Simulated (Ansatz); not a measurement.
Cells marked so need not be the phases stable at ambient conditions, and some may be hypothetical.

 Where the default PAW files enter, the runs use the earlier of Ansatz's two default sets.

The gap is the functional's own. No spin-orbit coupling. Mid-gap values are interpolated on the energy grid.

A. ZnCl₂ (I-42d, not sure to be the ambient phase, 6 atoms a cell, 25.8 Å³ an atom), along the normal of (110)
B. Cs₂NaInF₆ (Fm-3m, not sure to be the ambient phase, 10 atoms a cell, 17.5 Å³ an atom), along the normal of (111)
C. K2PtC2 (P-3m1, not sure to be the ambient phase, 5 atoms a cell, 23.8 Å³ an atom), along the normal of (001)

Rank these by mid-gap decay constant of the slowest evanescent state (highest first), as PBEsol run with Ansatz (a first-principles code) gives it.

B (0.43 1/Å), A (0.34 1/Å), C (0.08 1/Å)
